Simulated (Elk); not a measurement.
Troubleshooting Elk: a failed run on Gd (P6_3/mmc, 2 atoms in the cell). The aim is a self-consistent single point with DFT, PBE, all-electron FP-LAPW, Elk's shipped species files, LAPW+lo basis.

Input:

```
tasks
  0

xctype
  20

spinpol
  .true.

reducebf
  0.8

rgkmax
  8.0

gmaxvr
  16.0

nxoapwlo
  1

nempty
  12

stype
  0

swidth
  0.00734986

avec
    3.6359992646    0.0000000221    0.0000000000
   -1.8179996514    3.1488677203    0.0000000000
    0.0000000000    0.0000000000    5.7825997359

sppath
  './'

atoms
  1   : nspecies
  'Gd.in'   : spfname
  2   : natoms; atposl, bfcmt below
  0.3333333333  0.6666666667  0.2500000000    0.0 0.0 -3.5
  0.6666666667  0.3333333333  0.7500000000    0.0 0.0 -3.5

ngridk
  6 6 3
```

Output, abridged:

```
│ Self-consistent loop started │
│ Loop number : 1 │
 total energy                :     -23488.3301091
 total moment                :   0.5431801557
│ Loop number : 2 │
 total energy                :     -23463.3418945
 total moment                :   0.4919485738
RMS change in Kohn-Sham potential (target) :    7.641888420     (  0.1000000000E-05)
Absolute change in total energy (target)   :    24.98821454     (  0.1000000000E-03)
│ Loop number : 3 │
 total energy                :     -23254.4809067
 total moment                :   0.2084671461
   [... lines left out ...]
 total energy                :     -23199.0358205
 total moment                :   0.9057244741E-05
RMS change in Kohn-Sham potential (target) :    2.648355135     (  0.1000000000E-05)
Absolute change in total energy (target)   :    766.7006874     (  0.1000000000E-03)
│ Loop number : 199 │
 total energy                :     -22321.4098215
 total moment                :  -0.1774256227E-04
RMS change in Kohn-Sham potential (target) :    2.472332997     (  0.1000000000E-05)
Absolute change in total energy (target)   :    685.9508272     (  0.1000000000E-03)
│ Loop number : 200 │
Reached self-consistent loops maximum

Energies :
 Fermi                       :      2.53148442637
 xc effective B-field        :    -0.137678149269E-12
 external B-field            :      0.00000000000
 total energy                :     -22458.1977639
 (external B-field energy excluded from total)

Density of states at Fermi energy :    7.531307750
   [... lines left out ...]
Estimated indirect band gap :   0.1386544967E-01
Estimated direct band gap   :   0.9511675301E-01
   [... lines left out ...]
 valence                     :    36.00000000
 interstitial                :    2.053189207
 muffin-tins (core leakage)
  species :    1 (Gd)
   atom    1                 :    62.97340540     (  0.2623499929    )
   atom    2                 :    62.97340540     (  0.2623499929    )
 total in muffin-tins        :    125.9468108
 total calculated charge     :    127.4704499
 total charge                :    128.0000000
 error                       :   0.5295501112

Moments :
 interstitial                :   0.8377120482E-06
 muffin-tins
  species :    1 (Gd)
   atom    1                 :   0.4594158463E-06
   atom    2                 :   0.4594158463E-06
 total in muffin-tins        :   0.9188316926E-06
 total moment                :   0.1756543741E-05

│ Self-consistent loop stopped │
```

Q: Find the mistake and give the fix.

A: The fault is this: lattice vectors in angstrom, read as bohr. Bohr and ångström differ by a factor of 1.89; the cell that the program reads is then far too large or far too small. To fix it, give the lengths in the unit that the key or card expects. The run ended unconverged after 200 iterations.

An input that runs soundly differs in these lines (not the only fix; some lines may just follow from the change or write a value another way):
```diff
-    3.6359992646    0.0000000221    0.0000000000
-   -1.8179996514    3.1488677203    0.0000000000
-    0.0000000000    0.0000000000    5.7825997359
+    6.8710437875    0.0000000932    0.0000000000
+   -3.4355219745    5.9504984239    0.0000000000
+    0.0000000000    0.0000000000   10.9275302883
```

With that input, the run converged in 35 iterations: total energy -613923.7853 eV; Fermi level (on the code's own zero) 6.90 eV; size of the cell's spin moment 15.04 μB; site moments (μB, in the program's spheres or projections) Gd 7.13, Gd 7.13 (DFT, PBE, all-electron FP-LAPW, Elk's shipped species files, LAPW+lo basis).

On the sound input: the starting cell comes from a database of published, mostly measured structures (it also holds non-ambient and calculated ones), without a prior relaxation at this level. Spin-orbit coupling is off. The magnetic order is the one reached from the typed start; others were not searched systematically. With U or open f shells several self-consistent states can exist. The f electrons are in the valence without U or exact exchange, which can misplace them near the Fermi level. Spin-orbit terms, which matter for f shells, are left out. Values depend on the basis (sphere radii, cutoffs, local orbitals), which need not be converged. Without a gap this mesh is coarse (it stands for a supercell whose shortest vector is 17 Å). The log's line on a gap gives a spacing of levels on this mesh, which the program prints for metals too.
